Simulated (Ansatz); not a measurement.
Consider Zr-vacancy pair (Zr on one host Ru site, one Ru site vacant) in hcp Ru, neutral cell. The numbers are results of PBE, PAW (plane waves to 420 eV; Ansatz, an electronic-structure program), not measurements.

Settings: 36 host sites, the relaxed PBE lattice, a 2×2×2 k-point mesh shifted by half a step along c, smearing 0.10 eV, spin-restricted, no image-charge correction. No zero-point or tunnelling terms. Forms of the defect that were not tried may lie lower.

Barriers: single points on a 4×4×4 k-point mesh shifted by half a step along c at the bands' geometries (they differ from the bands' own by up to 0.16 eV, and are uncertain by about as much).

Relaxed starting cell (atoms counted from 1):

```yaml
crystal:
  lattice:
    - [8.16420, 0.00000, 0.00000]
    - [-4.08210, 7.07041, 0.00000]
    - [0.00000, 0.00000, 8.58609]
  atoms:
    - { symbol: Zr, position: [0.09085, 0.21357, 0.15461] }
    - { symbol: Ru, position: [0.10710, 0.22164, 0.63117] }
    - { symbol: Ru, position: [0.10674, 0.55948, 0.12826] }
    - { symbol: Ru, position: [0.10673, 0.55541, 0.63069] }
    - { symbol: Ru, position: [0.10668, 0.88354, 0.12819] }
    - { symbol: Ru, position: [0.10673, 0.88750, 0.63065] }
    - { symbol: Ru, position: [0.44337, 0.22320, 0.12905] }
    - { symbol: Ru, position: [0.44716, 0.22678, 0.63318] }
    - { symbol: Ru, position: [0.44328, 0.55631, 0.12907] }
    - { symbol: Ru, position: [0.44712, 0.55657, 0.63315] }
    - { symbol: Ru, position: [0.44249, 0.88933, 0.12822] }
    - { symbol: Ru, position: [0.44366, 0.88992, 0.63075] }
    - { symbol: Ru, position: [0.76685, 0.22155, 0.12692] }
    - { symbol: Ru, position: [0.77780, 0.22126, 0.62643] }
    - { symbol: Ru, position: [0.77364, 0.55501, 0.12977] }
    - { symbol: Ru, position: [0.77561, 0.55588, 0.63064] }
    - { symbol: Ru, position: [0.76689, 0.88143, 0.12681] }
    - { symbol: Ru, position: [0.77778, 0.89271, 0.62637] }
    - { symbol: Ru, position: [0.23126, 0.10955, 0.39000] }
    - { symbol: Ru, position: [0.21838, 0.11162, 0.87701] }
    - { symbol: Ru, position: [0.23127, 0.45786, 0.39002] }
    - { symbol: Ru, position: [0.21840, 0.44295, 0.87706] }
    - { symbol: Ru, position: [0.22096, 0.77861, 0.38020] }
    - { symbol: Ru, position: [0.21993, 0.77805, 0.87831] }
    - { symbol: Ru, position: [0.55387, 0.11074, 0.38033] }
    - { symbol: Ru, position: [0.55264, 0.11002, 0.87765] }
    - { symbol: Ru, position: [0.55179, 0.44405, 0.37982] }
    - { symbol: Ru, position: [0.55257, 0.44436, 0.88059] }
    - { symbol: Ru, position: [0.55382, 0.77936, 0.38040] }
    - { symbol: Ru, position: [0.55254, 0.77881, 0.87763] }
    - { symbol: Ru, position: [0.88335, 0.10978, 0.87375] }
    - { symbol: Ru, position: [0.88877, 0.44620, 0.37979] }
    - { symbol: Ru, position: [0.88651, 0.44321, 0.88028] }
    - { symbol: Ru, position: [0.88877, 0.77896, 0.37974] }
    - { symbol: Ru, position: [0.88645, 0.77946, 0.88020] }
```

End state 1 differs by these moves (Å; atoms that move under 0.08 Å are left out):

```tsv
atom	element	Δx	Δy	Δz
1	Zr	-1.14	-0.66	1.72
```

Problem. Predict the forward and backward barriers to end state 1 from PBE, PAW.

Solution. forward 0.36 eV, backward 0.36 eV; at the saddle point atom 1 has neighbours 4 Ru at 2.53, 4 Ru at 3.05 Å. The saddle point's order was not checked, and it lies on a symmetry element of the cell, where a band can be held.
